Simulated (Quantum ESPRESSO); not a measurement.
Input and output of a self-consistent single point for CsHgCl3 (P1, 5 atoms in the cell) (Quantum ESPRESSO).

Level of theory: PBEsol, GBRV 1.5 ultrasoft (PBESOL) pseudopotentials (plane waves; Quantum ESPRESSO 7.5).

```
CELL_PARAMETERS angstrom
      3.81307     2.20148     3.12669
     -3.81307     2.20148     3.12669
      0.00000    -4.40296     3.12669
ATOMIC_POSITIONS crystal
  Cs 0.00737 0.01030 0.01662
  Hg 0.51616 0.51996 0.51534
  Cl 0.51736 0.51243 0.01474
  Cl 0.01455 0.51683 0.51900
  Cl 0.52254 0.01846 0.51230
```

Reference input (self-consistent single point, DFT, PBEsol, plane waves, GBRV 1.5 ultrasoft (PBESOL) pseudopotentials): ecutwfc = 40 Ry; ecutrho = 200 Ry; occupations = smearing; smearing = fd; degauss = 0.0073499 Ry; potentials = {Cs: cs_pbesol_v1.uspp.F.UPF, Hg: hg_pbesol_v1.uspp.F.UPF, Cl: cl_pbesol_v1.4.uspp.F.UPF}; K_POINTS = automatic 5 5 5 0 0 0; conv_thr = 1e-11 Ry; mixing_beta = 0.3. This run's input differs from it in these lines:

```diff
@@ -16,3 +16,3 @@
  smearing = 'fd',
- degauss = 0.0073499,
+ degauss = 0.0147,
 /
```

Log, with long lists cut:

```
     Self-consistent Calculation

     iteration #  1     ecut=    40.00 Ry     beta= 0.30

---- Real-time Memory Report at c_bands before calling an iterative solver
           205 MiB given to the printing process from OS
           149 MiB allocation reported by mallinfo(arena+hblkhd)
------------------

     Threshold (ethr) on eigenvalues was too large:
     Diagonalizing with lowered threshold

---- Real-time Memory Report at c_bands before calling an iterative solver
           325 MiB given to the printing process from OS
           160 MiB allocation reported by mallinfo(arena+hblkhd)
------------------

   [... lines left out ...]
           343 MiB given to the printing process from OS
           176 MiB allocation reported by mallinfo(arena+hblkhd)
------------------

     negative rho (up, down):  4.472E-02 0.000E+00

     total energy              =    -270.46133260 Ry
     estimated scf accuracy    <          1.7E-10 Ry

     iteration # 13     ecut=    40.00 Ry     beta= 0.30

---- Real-time Memory Report at c_bands before calling an iterative solver
           343 MiB given to the printing process from OS
           176 MiB allocation reported by mallinfo(arena+hblkhd)
------------------

     negative rho (up, down):  4.472E-02 0.000E+00
     End of self-consistent calculation

     the Fermi energy is     3.3735 ev

!    total energy              =    -270.46133260 Ry
     estimated scf accuracy    <          8.5E-12 Ry
     smearing contrib. (-TS)   =      -0.00510823 Ry
     internal energy E=F+TS    =    -270.45622437 Ry

     convergence has been achieved in  13 iterations

     negative rho (up, down):  4.472E-02 0.000E+00

     Forces acting on atoms (cartesian axes, Ry/au):

     atom    1 type  1   force =     0.00010974    0.00057568    0.00059437
     atom    2 type  2   force =    -0.00052066   -0.00051625   -0.00114566
     atom    3 type  3   force =    -0.00086340   -0.00051835    0.00032824
     atom    4 type  3   force =     0.00157314    0.00138700    0.00114140
     atom    5 type  3   force =    -0.00029882   -0.00092809   -0.00091835

     Total force =     0.003341     Total SCF correction =     0.000002

     negative rho (up, down):  4.472E-02 0.000E+00
          total   stress  (Ry/bohr**3)                   (kbar)     P=      -19.62
  -0.00013176   0.00000027   0.00000008          -19.38        0.04        0.01
   0.00000027  -0.00013150   0.00000012            0.04      -19.34        0.02
   0.00000008   0.00000012  -0.00013685            0.01        0.02      -20.13

   JOB DONE.
```

The run converged in 13 iterations. Against the reference run the free energy goes down by 4.5 meV/atom, the pressure hardly changes (-2.00 to -1.96 GPa) and the largest force hardly changes (0.060 to 0.061 eV/Å).

The starting cell comes from a database of computed structures (which also holds hypothetical and non-ambient phases and stackings), without a prior relaxation at this level. Its atoms were displaced at random from the sites of space group no. 160. The run gives no clean gap (levels at the Fermi energy touch, overlap or are partly filled at this smearing), which alone does not show that the compound is a metal.

Cost on one core of a shared machine: roughly 3 min.
